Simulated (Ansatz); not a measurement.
A computed series for PbS: pressure series

Take PbS in the rock salt structure (space group Fm-3m, No. 225; a = 5.9747 Å) as the base.

Cell and atoms are relaxed at each pressure.

All numbers come from r2SCAN, PAW, 500 eV (Ansatz, an electronic-structure program; no SOC).

| pressure (GPa) | volume per atom (Å³/atom) |
|---|---|
| -2 | 27.682 |
| -1 | 27.147 |
| 0 | 26.660 |
| 0.9 | 26.265 |
| 2.1 | ? |
| 4.5 | 24.923 |
| 9 | 23.628 |
| 22.5 | 21.016 |

Question: Fit the third-order Birch–Murnaghan form P(V) = (3B₀/2)[(V₀/V)^(7/3) − (V₀/V)^(5/3)]·[1 + (3/4)(B₀′ − 4)((V₀/V)^(2/3) − 1)] (squares taken in P) to the rows shown and predict the withheld row.

Answer: Least squares on the printed values gives V₀ = 26.666 Å³/atom, B₀ = 58.1 GPa, B₀′ = 4.1; this predicts 25.780 Å³/atom, and the run gives 25.773 Å³/atom, 0.007 lower.

Load acts through the strain it causes; cell and atoms are relaxed under it. Whether these cells are dynamically stable was not tested. Competing high-pressure phases were not computed. All final runs are without spin polarisation.
